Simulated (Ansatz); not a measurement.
**Al on a Ru site (middle of the slab) in a 3x3 cell of the 1x1 (0001) surface of hcp Ru**

All values below come from PBE (plane waves to 420 eV, PAW; Ansatz, a program for electronic structure).

Model: 36-atom slab, 6.3 Å thick at the start (thin: gaps and levels are the slab's own), 4x4x1 mesh, Fermi-Dirac 0.1 eV, dipole correction, 9 atoms held, the rest relaxed; symmetry of the start imposed; no spin, no spin-orbit, no U.

```json
{
  "formation energy against fcc Al, hcp Ru": "-0.76 eV",
  "work_function_of_the_top_face": "4.97 eV",
  "change_of_the_work_function": "-0.024 eV",
  "change_of_the_step_from_the_bottom_to_the_top_vacuum_level_against_the_clean_slab": "0.013 eV",
  "energy_released_by_relaxation": "0.060 eV",
  "largest_move_of_a_host_atom": "0.03 Å"
}
```
